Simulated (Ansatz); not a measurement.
## CsBr: pressure −2 GPa

Base system: CsBr in the CsCl type structure (space group Pm-3m, No. 221; a = 4.242 Å).

The change: a negative pressure, −2 GPa.

Level of theory: PBEsol in Ansatz (plane waves to 420 eV, PAW, spin-orbit coupling left out). Settings: 8×8×8 k-points, 0.05 eV Fermi–Dirac smearing.

The volume per atom increases by 10.137 Å³, from 38.17 Å³ to 48.30 Å³ and the density shrinks by 0.97 g/cm³ (4.63 g/cm³ → 3.66 g/cm³). The lattice parameter a grows by 0.3465 Å, from 4.242 Å to 4.589 Å and the shortest interatomic distance increases by 0.300 Å, from 3.674 Å to 3.974 Å. The enthalpy H = E + PV relative to the base's energy comes out as -0.52 eV/atom and the band gap shrinks by 0.77 eV (4.45 eV → 3.68 eV). The gap character goes from direct at Γ to indirect, M → Γ and the smallest direct gap shrinks by 0.724 eV (4.45 eV → 3.72 eV). The width of the top valence band drops by 0.48 eV to 0.81 eV and the electron mass changes from 0.29 mₑ (at Γ) to 0.34 mₑ (at Γ). The valley order (the lowest conduction-band minima on the path, energy above the VBM, named in the base's zone) changes from Γ 4.45 eV; M along ⟨110⟩ 5.16 eV to Γ 3.68 eV; M along ⟨110⟩ 4.98 eV.

Load acts through the strain it causes; cell and atoms are relaxed under it. Masses are band curvatures over ±0.01 Å⁻¹ around the edge. Stability against distortions was not tested.

Ansatz is an electronic-structure program.
